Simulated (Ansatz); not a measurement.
**BaTiHO₂ (space group P4/mmm, No. 123; ferromagnetic; a hypothetical phase, not in the database extracts checked)**

```cif
data_HBaO2Ti
_chemical_formula_sum 'Ba1 Ti1 O2 H1'
_space_group_name_H-M_alt 'P 1'
_space_group_IT_number 1
_cell_length_a 3.99405
_cell_length_b 3.99405
_cell_length_c 3.91378
_cell_angle_alpha 90.000
_cell_angle_beta 90.000
_cell_angle_gamma 90.000
loop_
_space_group_symop_operation_xyz
  'x, y, z'
loop_
_atom_site_label
_atom_site_type_symbol
_atom_site_fract_x
_atom_site_fract_y
_atom_site_fract_z
_atom_site_occupancy
Ba1 Ba 0.50000 0.50000 0.50000 1
Ti1 Ti 0.00000 0.00000 0.00000 1
O1 O 0.50000 0.00000 0.00000 1
O2 O 0.00000 0.50000 0.00000 1
H1 H 0.00000 0.00000 0.50000 1
```

The values are results of DFT with PBEsol, PAW potentials and a 420 eV plane-wave cutoff in Ansatz (an electronic-structure program), no spin-orbit coupling, not measurements. Γ-centred 12×12×12 mesh, Fermi–Dirac width 0.05 eV.

```yaml
volume_per_atom: 12.49 Å³
density: 5.80 g/cm³
band_gap: zero
magnetic_state: ferromagnetic
total_energy: -1896.046 eV/atom (σ→0; compares only within this code and set-up)
```

The magnetic state is the one reached from the starting moments; the real material's order can differ, and small cells can't hold many antiferromagnetic ones. Whether these cells are dynamically stable was not tested. No Hubbard U is applied, and correlation can decide whether such a compound is a metal.
